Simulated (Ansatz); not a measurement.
**SiS2, response to strain**

Take SiS2 (space group Ibam, No. 72; a = 6.387 Å, b = 11.126 Å, c = 5.592 Å; made of chains) as the base. Axes: x, y, z lie along a, b, c of the conventional cell.

Strains are applied to the cell and any free atomic positions relax; under biaxial strain the out-of-plane vector relaxes too; under stress the whole cell relaxes.

All numbers come from PBE, PAW, 420 eV (Ansatz, an electronic-structure program; spin-orbit coupling left out), earlier PAW set.

Candidates:
(a) biaxial strain −0.55 %, plane normal [001], relaxed out of plane
(b) isotropic strain −2.71 %
(c) uniaxial stress, 2 GPa compression along z

Notes on the quantities. energy relative to the base: free energy F.

Q: Order them by energy relative to the base, lowest first.

A: (a) biaxial strain −0.55 %, plane normal [001], relaxed out of plane (0.0 meV/atom), (c) uniaxial stress, 2 GPa compression along z (+4.3 meV/atom), (b) isotropic strain −2.71 % (+7.8 meV/atom)

A biaxial case was relaxed in a doubled cell and then solved in the primitive one. Stability under load was not tested beyond the relaxation. No dispersion term is included, though the crystal is made of layers, chains or molecules, so its spacings can come out too wide.
